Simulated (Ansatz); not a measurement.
The parent structure is AlN in the wurtzite structure (space group P6_3mc, No. 186).

```cif
data_Al2N2
_chemical_formula_sum 'Al2 N2'
_space_group_name_H-M_alt 'P63mc'
_space_group_IT_number 186
_space_group_name_Hall 'P 6c -2c'
_cell_length_a 3.10670
_cell_length_b 3.10670
_cell_length_c 4.97846
_cell_angle_alpha 90.000
_cell_angle_beta 90.000
_cell_angle_gamma 120.000
loop_
_atom_site_label
_atom_site_type_symbol
_atom_site_symmetry_multiplicity
_atom_site_Wyckoff_symbol
_atom_site_fract_x
_atom_site_fract_y
_atom_site_fract_z
_atom_site_occupancy
Al1 Al 2 b 0.66667 0.33333 0.49659 1
N1 N 2 b 0.33333 0.66667 0.37821 1
```

Levels (all Ansatz, a program for electronic structure, PAW): r2SCAN (500 eV, spin-orbit coupling left out); HSE06 (420 eV, no spin-orbit coupling).

The geometry is relaxed with r2SCAN.

| Property | Value |
|---|---|
| r2SCAN lowest conduction level above the VBM at special points | Γ 4.88 eV; K 5.70 eV; L 6.00 eV |

With HSE06 at the same geometry, the lowest conduction level above the VBM at special points becomes Γ 5.60 eV; K 6.34 eV; L 6.67 eV (r2SCAN: Γ 4.88 eV; K 5.70 eV; L 6.00 eV).

Single points use the geometry relaxed with r2SCAN. The levels and masses belong to the bands next to the band gap. Stability against distortions was not tested.
